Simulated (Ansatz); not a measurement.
Ansatz (an electronic-structure program) run on ScCu3 (I4/mmm, 4 atoms in the cell): self-consistent single point.

Method of the run: LDA (PW92), PAW files made with PBE (plane waves; Ansatz).

```xyz
4
Lattice="-1.9044 1.9044 3.6192 1.9044 -1.9044 3.6192 1.9044 1.9044 -3.6192" Properties=species:S:1:pos:R:3 pbc="T T T"
Sc     0.0000     0.0000     0.0000
Cu     0.0000     1.9044     1.8096
Cu     1.9044     0.0000     1.8096
Cu     0.0000     0.0000     3.6192
```

Reference input (self-consistent single point, DFT, PBEsol, plane waves, PAW files made with PBE): basis.ecutwfc = 420 eV; kpoints.mp_grid.grid = 10 10 10; hamiltonian.xc = pbesol; hamiltonian.pseudopotentials = {kind: paw} (the program's default PAW files); scf.occupations.method = fermi_dirac; scf.occupations.width = 0.136 eV. This run's input differs from it in these lines:

Ansatz 0.2 input:
```diff
@@ -16,3 +16,3 @@
 hamiltonian:
-  xc: pbesol
+  xc: lda
   pseudopotentials:
```

Output, abridged:

```
SCF iter   1: F=—  HF=-21770.489816 eV  |F-HF|=—  |Δ(HF+E_count)|=         —  Δρ=6.50e-1  dr2=1.85e2  ethr=3.10e-3  ⟨swp⟩=4.3  Hψ=12029  notcnv=0
all-band conjugate gradients solve this SCF's bands
preconditioner: auto → Kerker (q_TF=auto, 2.848 Å⁻¹)
SCF iter   2: F=—  HF=-21760.684962 eV  |F-HF|=—  |Δ(HF+E_count)|=    9.80e0  Δρ=2.54e-1  dr2=3.84e1  ethr=3.10e-3  ⟨swp⟩=2.1  Hψ=9209  notcnv=0
   [... lines left out ...]
SCF iter  12: F=—  HF=-21756.925386 eV  |F-HF|=—  |Δ(HF+E_count)|=   1.80e-7  Δρ=1.53e-5  dr2=9.12e-8  ethr=1.47e-10  ⟨swp⟩=2.9  Hψ=14623  notcnv=0
SCF iter  13: F=-21756.925386 eV  HF=-21756.925386 eV  |F-HF|=2.94e-9  |Δ(HF+E_count)|=   2.02e-8  Δρ=2.22e-6  dr2=1.41e-9  ethr=1.34e-10  ⟨swp⟩=3.3  Hψ=11616  notcnv=0
the search or the solves at the SCF's close seem to have found levels that the self-consistency loop had missed (the run counts 3) …
SCF 1 converged in 13 iterations: F = -21756.925386 eV  dr2 = 1.41e-9
Free energy (F): -21756.925386 eV
Internal energy: -21756.815292 eV  (E = F + TS)
E sigma→0 (E₀):  -21756.870339 eV
Entropy (-TS):   -0.110094 eV (-27.524 meV/atom)
Fermi energy:    15.401521 eV
--- Forces (eV/Å), atoms counted from 1 ---
  atom   1  Sc    -0.00000000     0.00000000     0.00000000
   [... zero for the other atoms too ...]
--- Stress (GPa, compression-positive) ---
       -0.145000      -0.000000       0.000000
       -0.000000      -0.145000       0.000000
        0.000000      -0.000000      -0.664041
  P = ⅓ Tr σ = -0.3180 GPa (-3.180 kbar)
  The stress holds the Pulay correction. Without it, at fixed plane waves, as pw.x and ABINIT print it: P = -0.3880 GPa
```

The run converged in 13 iterations. Against the reference run the pressure goes from 5.04 to -0.32 GPa.

The starting cell comes from a database of computed structures (which also holds hypothetical and non-ambient phases and stackings), without a prior relaxation at this level. Its lattice was rescaled by a random factor within 2.5 % of one. Spin polarisation is off. Ansatz's pressure includes its estimate of the finite-basis (Pulay) stress.
